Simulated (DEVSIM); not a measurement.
System: abrupt GaP n-p junction, at 300 K.

Layer 1 from the left is GaP, thickness (μm) 0.230, Nd (cm⁻³) 1.7e16, τn (s) 9.3e-7, τp (s) 9.3e-7. Layer 2 from the left is GaP, thickness (μm) 31.0, Na (cm⁻³) 7.6e14, τn (s) 9.3e-7, τp (s) 9.3e-7.

Left contact: ohmic. Right contact: ohmic. Voltage is applied to the left contact. Recombination: SRH at mid-gap, radiative, Auger. Mobility is μmin + (μ − μmin)/(1 + (N/Nref)^α).

This is a model device: material constants are rounded textbook-type values typed into the input, and sizes, dopings and lifetimes were drawn at random. Values at 300 K.

GaP: gap (eV) 2.26, affinity (eV) 3.8, permittivity 11.1, Nc (cm⁻³) 1.8e19, Nv (cm⁻³) 1.9e19, μn (cm²/Vs) 250, μp (cm²/Vs) 150, μn,min 10, μp,min 10, Nref,n 4.4e18, Nref,p 1e18, αn 0.8, αp 0.85, B (cm³/s) 1e-13, Cn (cm⁶/s) 1e-30, Cp (cm⁶/s) 1e-30.

Task: Estimate by hand the built-in potential, the peak field at zero bias, the capacitance at 1 V, and compare with a numerical solution.

Result: 
- Built-in potential: ni = √(Nc Nv) exp(−Eg/2kT) = 1.92 cm⁻³ with Eg = 2.260 eV; Vbi = kT/q ln(Na Nd/ni²) = 1.818 V; numerical 1.818 V.
- Peak field at zero bias: depletion approximation: W = √(2εVbi/(qN)) = 1.75 μm with N = 7.27e14 cm⁻³; field = 2Vbi/W = 20800 V/cm; numerical 20500 V/cm (estimate above by 1.1 %).
- Capacitance at 1 V: C = √(qεN / 2(Vbi + |V|)) = 4.51 nF/cm²; numerical 4.48 nF/cm² (estimate above by 0.53 %).

Model (solved in DEVSIM): 1D drift-diffusion, Boltzmann statistics, complete ionisation; no tunnelling, impact ionisation, image-force lowering or self-heating.
